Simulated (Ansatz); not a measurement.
Response to strain in HgS

The reference is HgS in the zinc blende structure (space group F-43m, No. 216; a = 5.812 Å).

Strains are applied to the cell and any free atomic positions relax.

Level of theory: Ansatz (an electronic-structure program) LDA, no spin-orbit coupling.

Candidates:
(a) isotropic strain −0.50 %
(b) isotropic strain +2.50 %
(c) isotropic strain +1.50 %
(d) isotropic strain −2.00 %
(e) isotropic strain −1.50 %

Notes on the quantities. energy relative to the base: free energy F.

Task: Order them by energy relative to the base, highest first.

Result: (b) isotropic strain +2.50 % (+26 meV/atom), (d) isotropic strain −2.00 % (+20 meV/atom), (e) isotropic strain −1.50 % (+11 meV/atom), (c) isotropic strain +1.50 % (+9.9 meV/atom), (a) isotropic strain −0.50 % (+1.2 meV/atom)

The mesh was chosen for an insulator and is coarse for the gapless case. No phonon test of stability was made. All final runs are without spin polarisation.
